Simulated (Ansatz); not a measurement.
Structure of amorphous Hf18O39Y2 (periodic cell):

```yaml
crystal:
  lattice:
    - [9.20788, 0.00000, 0.00000]
    - [0.00000, 9.20788, 0.00000]
    - [0.00000, 0.00000, 9.20788]
  atoms:
    - { symbol: Hf, position: [0.34349, 0.85736, 0.70708] }
    - { symbol: Hf, position: [0.92822, 0.68158, 0.76487] }
    - { symbol: Hf, position: [0.06488, 0.82422, 0.41811] }
    - { symbol: Hf, position: [0.34334, 0.51857, 0.36645] }
    - { symbol: Hf, position: [0.35907, 0.36620, 0.04721] }
    - { symbol: Hf, position: [0.48231, 0.00595, 0.01803] }
    - { symbol: Hf, position: [0.82579, 0.84487, 0.07572] }
    - { symbol: Hf, position: [0.51320, 0.14292, 0.35416] }
    - { symbol: Hf, position: [0.15249, 0.01713, 0.12456] }
    - { symbol: Hf, position: [0.97472, 0.30760, 0.97940] }
    - { symbol: Hf, position: [0.68648, 0.46842, 0.22557] }
    - { symbol: Hf, position: [0.83652, 0.12038, 0.29778] }
    - { symbol: Hf, position: [0.79709, 0.39185, 0.57373] }
    - { symbol: Hf, position: [0.60988, 0.64776, 0.91146] }
    - { symbol: Hf, position: [0.14427, 0.17228, 0.51712] }
    - { symbol: Hf, position: [0.20079, 0.48681, 0.66296] }
    - { symbol: Hf, position: [0.19520, 0.68924, 0.99331] }
    - { symbol: Hf, position: [0.43155, 0.25444, 0.72183] }
    - { symbol: O, position: [0.60230, 0.82897, 0.05416] }
    - { symbol: O, position: [0.78568, 0.62546, 0.08563] }
    - { symbol: O, position: [0.73149, 0.56042, 0.74009] }
    - { symbol: O, position: [0.44805, 0.33885, 0.25701] }
    - { symbol: O, position: [0.90679, 0.80130, 0.57853] }
    - { symbol: O, position: [0.79240, 0.54453, 0.41434] }
    - { symbol: O, position: [0.26943, 0.93297, 0.95567] }
    - { symbol: O, position: [0.40343, 0.44540, 0.57161] }
    - { symbol: O, position: [0.06861, 0.05103, 0.33564] }
    - { symbol: O, position: [0.87578, 0.20812, 0.82294] }
    - { symbol: O, position: [0.36379, 0.04962, 0.20783] }
    - { symbol: O, position: [0.00242, 0.79391, 0.95004] }
    - { symbol: O, position: [0.19454, 0.65138, 0.46394] }
    - { symbol: O, position: [0.37904, 0.14328, 0.52593] }
    - { symbol: O, position: [0.14292, 0.80466, 0.19680] }
    - { symbol: O, position: [0.34032, 0.43658, 0.84135] }
    - { symbol: O, position: [0.04741, 0.51032, 0.92828] }
    - { symbol: O, position: [0.17895, 0.94080, 0.57163] }
    - { symbol: O, position: [0.40555, 0.71348, 0.88213] }
    - { symbol: O, position: [0.85849, 0.31886, 0.16435] }
    - { symbol: O, position: [0.76115, 0.83004, 0.83595] }
    - { symbol: O, position: [0.85587, 0.86205, 0.29684] }
    - { symbol: O, position: [0.64901, 0.07623, 0.17485] }
    - { symbol: O, position: [0.47999, 0.21303, 0.94711] }
    - { symbol: O, position: [0.56247, 0.47615, 0.03427] }
    - { symbol: O, position: [0.68900, 0.28895, 0.37757] }
    - { symbol: O, position: [0.18893, 0.25730, 0.71174] }
    - { symbol: O, position: [0.49331, 0.01284, 0.77769] }
    - { symbol: O, position: [0.48531, 0.77621, 0.58338] }
    - { symbol: O, position: [0.16933, 0.69543, 0.75203] }
    - { symbol: O, position: [0.27010, 0.54621, 0.14625] }
    - { symbol: O, position: [0.91219, 0.19489, 0.52059] }
    - { symbol: O, position: [0.53636, 0.61606, 0.31597] }
    - { symbol: O, position: [0.63831, 0.26509, 0.66697] }
    - { symbol: O, position: [0.67319, 0.01641, 0.45901] }
    - { symbol: O, position: [0.98185, 0.48976, 0.64284] }
    - { symbol: O, position: [0.17127, 0.23480, 0.04935] }
    - { symbol: O, position: [0.18032, 0.36186, 0.42725] }
    - { symbol: O, position: [0.93475, 0.05317, 0.08809] }
    - { symbol: Y, position: [0.75248, 0.04929, 0.69672] }
    - { symbol: Y, position: [0.67906, 0.75807, 0.45238] }
```

Methods: PBE, scalar-relativistic without spin-orbit coupling (Ansatz, an electronic-structure program); r2SCAN, scalar-relativistic without spin-orbit coupling (Ansatz); HSE06, scalar-relativistic without spin-orbit coupling (Ansatz). Neutral PBE cell, which sets geometry, pressure and energy: sampling: a 2×2×2 Γ-centred mesh; Fermi-Dirac width 0.02 eV; no spin polarisation. Exact exchange is cut at the faces of this 9 Å cell, which leaves hybrid gaps a finite-size error.

A CHGNet melt-quench gave the starting glass, which DFT then relaxed. O atoms were pushed apart under 1.9 Å during the dynamics, to hinder bonds among them. The hot cell started wider than the set density and was brought back towards it in steps. It is the lowest in DFT energy of 2 quenches. It is a model cell: composition and starting density were chosen by hand, and all elements were melted together. No dispersion term was used. Its density started from a set value of 8.63 and ended at 8.54 g/cm³. Cooling (nominally 380 K/ps over its main leg) ran many orders faster than in experiment, which tends to leave more defects and strain. One small periodic cell is one sample of the glass; other quenches scatter about these values. The volume was free in the relaxation, at fixed shape.

Give the pressure and the spacing of the highest filled and lowest empty levels.


| Property | Value |
|---|---|
| Pressure on a 2×2×2 Γ-centred mesh | 1.1 kbar |
| Largest force and stress component on that mesh (the relaxation ran on the zone centre alone) | 0.11 eV/Å and 2.7 GPa |
| Level gap on a 2×2×2 Γ-centred mesh (PBE) | 3.91 eV |
| Level gap at the zone centre (PBE) | 3.92 eV |
| Level gap at the zone centre (r2SCAN) | 4.36 eV |
| Level gap at the zone centre (HSE06) | 5.46 eV |
| Distance between the nearest levels spread over more than a fifth of the atoms or a third of the atoms of their main element (six at least) (PBE, zone centre) | 4.11 eV |

At PBE and the zone centre, how localised are the states just below and above the Fermi level (participation number: the atoms over which a state spreads)?

The highest filled state is spread over 5.3 atoms' worth, largest on O26, with weights by element (charge in smoothed Voronoi cells) O 0.95, Hf 0.05, Y 0.00. The lowest empty state is spread over 19.3 atoms' worth, largest on Hf6, with weights by element (charge in smoothed Voronoi cells) O 0.48, Hf 0.46, Y 0.06.

At PBE the levels at the filled edge of the gap are localised (band-tail or defect states).

Neighbours within Hf-Hf 3.34 Å, Hf-O 2.66 Å, Hf-Y 3.54 Å, O-O 1.58 Å, O-Y 2.82 Å, Y-Y 3.74 Å count as bonded. Two cations that share two anions don't count as bonded, nor two that share one unless they lie closer than Hf-Hf 3.25 Å, Hf-Y 3.45 Å, Y-Y 3.64 Å.

Added carriers, by PBE, scalar-relativistic without spin-orbit coupling (Ansatz) on the zone centre alone. Charged cells keep the cell fixed and stand in a uniform background, with no image correction, at a width of 0.01 eV; where the count is odd the moment is locked at 1 μB, unless the neutral cell bore moments. Each starts from the undistorted neutral geometry alone. PBE's self-interaction favours spread-out carriers, so it can miss traps that a hybrid finds.

What happens at PBE when the cell takes an extra electron and the atoms relax?

Relaxation lowers the charged cell by 0.51 eV. The largest moves are Hf7 0.23 Å, Y58 0.20 Å, O22 0.19 Å, Hf11 0.17 Å. The level that holds the added charge spreads over 9.2 atoms' worth, most on Hf6 (weight 0.21): a partly localised carrier. Bonds broken: Hf11-O22, O50-Y58. Bonds formed: Hf7-O41. Made neutral again at that geometry, the cell lies +0.75 eV from the neutral start.

What happens at PBE when the cell takes a hole and the atoms relax?

Relaxation lowers the charged cell by 0.42 eV. The largest moves are O33 0.42 Å, O22 0.36 Å, O56 0.35 Å, O31 0.31 Å. The level that was emptied spreads over 2.8 atoms' worth, most on O26 (weight 0.45): a localised (trapped) carrier, which neighbours of that atom can share. Bonds broken: Hf11-O22, Hf16-O31. Bonds formed: Hf7-O33, Hf16-O35. Made neutral again at that geometry, the cell lies +1.16 eV from the neutral start.
